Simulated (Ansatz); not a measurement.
We consider NbON (model structure, Pca2₁, No. 29, 12 atoms in the cell), described by LDA (Ansatz, a first-principles code, plane waves, PAW).

Numerical settings: plane-wave cutoff 520 eV, 6×8×8 k mesh (along the axes of the cell as run), Fermi–Dirac smearing 0.01 eV, no spin polarisation, scalar-relativistic PAW data made under PBE.

Cell (relaxed at this level):

NbNO is modelled in the orthorhombic space group Pca2₁ (No. 29), Pearson symbol oP12. Lattice parameters: a = 5.085 Å, b = 4.829 Å, c = 4.927 Å, α = 90.00°, β = 90.00°, γ = 90.00°. Nb on 4a has 1 O at 1.961 Å and 2 O at 2.113–2.205 Å and 4 N at 2.013–2.151 Å. O on 4a sees 1 Nb at 1.961 Å and 2 Nb at 2.113–2.205 Å (trigonal planar). N on 4a is surrounded by 4 Nb at 2.013–2.151 Å. (Neighbours: up to the widest gap in distance over summed covalent radii, below 1.35, at either atom; cation-cation and far metal-metal contacts left out.)

Question: Give the computed band gap and Γ–Γ gap.

Answer: 
band gap: 1.41 eV (on the SCF k mesh)
Γ–Γ gap: 2.08 eV

Note: the relaxation could raise the start's symmetry but not lower it, so the cell can be a saddle point.

Spin–orbit coupling is not included.

The result took around 12 core-minutes (rough).

A model structure was made by putting elements into a prototype or built by hand; it is no filed structure, need not be a known phase, and can be a saddle point held by its symmetry.
